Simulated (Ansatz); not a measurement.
Results of PBEsol (Ansatz, an electronic-structure program, plane waves, PAW) for fluorite PtAl2.

Numerical settings: plane-wave cutoff 520 eV, 12×12×12 k mesh, Fermi–Dirac smearing 0.1 eV, perturbation theory, force constants from a 4×4×4 q mesh, scalar-relativistic PAW data made under PBE.

Computed at the level's own relaxed cell.

```
Al2Pt
1.0
    0.00000     2.94823     2.94823
    2.94823     0.00000     2.94823
    2.94823     2.94823     0.00000
Al Pt
2 1
Direct
  0.25000   0.25000   0.25000
  0.75000   0.75000   0.75000
  0.00000   0.00000   0.00000
```

Harmonic phonon frequencies (cm⁻¹; i marks an imaginary mode):

| q point | frequencies |
|---|---|
| Γ | 0 0 0 238 238 238 296 296 296 |
